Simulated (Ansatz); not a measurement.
## Ti: response to strain

Start from Ti in the hcp (Mg type) structure (space group P6_3/mmc, No. 194; a = 2.936 Å, c = 4.640 Å; relaxed with 0.1 eV smearing).

Strains are applied to the cell and any free atomic positions relax.

Method: r2SCAN, PAW, 500 eV (Ansatz, a quantum-chemistry and plane-wave program; scalar-relativistic without spin-orbit coupling).

Notes on the quantities. energy relative to the base: free energy F; pressure: mean of the normal stresses, compression positive.

```tsv
change	energy relative to the base	pressure	shortest interatomic distance
base	0 meV/atom	0.0 GPa	2.874 Å
isotropic strain −3.00 %	+55 meV/atom	?	2.787 Å
isotropic strain −2.50 %	+38 meV/atom	10.1 GPa	2.802 Å
isotropic strain −2.00 %	?	7.8 GPa	2.816 Å
isotropic strain −1.50 %	+13 meV/atom	5.7 GPa	2.830 Å
isotropic strain −1.00 %	+5.8 meV/atom	3.7 GPa	2.845 Å
isotropic strain −0.50 %	+1.4 meV/atom	1.8 GPa	2.859 Å
```

Q: What belongs in the blanks?

A: 
- isotropic strain −3.00 %, pressure: 12.5 GPa
- isotropic strain −2.00 %, energy relative to the base: +24 meV/atom

Whether these cells are dynamically stable was not tested. The final runs are not spin-polarised.
